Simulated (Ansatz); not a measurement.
A computed series for hypothetical fluorite PdCl2: response to strain

The parent structure is PdCl$_{2}$ in the fluorite structure (space group Fm-3m, No. 225; a = 6.321 Å; ferromagnetic; a hypothetical phase, not in the database extracts checked; relaxed with 0.1 eV smearing).

Strains are applied to the cell and any free atomic positions relax.

All numbers come from Kohn–Sham DFT with the PBE functional, run in Ansatz (an electronic-structure program) with PAW and 420 eV plane waves, spin-orbit coupling left out.

```csv
isotropic strain (%),pressure (GPa)
-1.2,2.2
-0.8,1.4
0,0.0
1.12,?
3.02,-3.9
3.25,-4.2
```

**Question.** Fit P = P₀ − Bδ + Cδ² with δ = (1 + ε)³ − 1 to the rows shown and predict the withheld row.

**Answer.** Least squares on the printed values gives P₀ = 0.0 GPa, B = 56.0 GPa, C = 146 GPa (largest residual 0.1 GPa); this predicts -1.7 GPa, and the run gives -1.7 GPa, in agreement.

The magnetic state is the one reached from the starting moments; the real material's order can differ, and small cells can't hold many antiferromagnetic ones. Stability against distortions was not tested. No Hubbard U is applied, and correlation can decide whether such a compound is a metal.
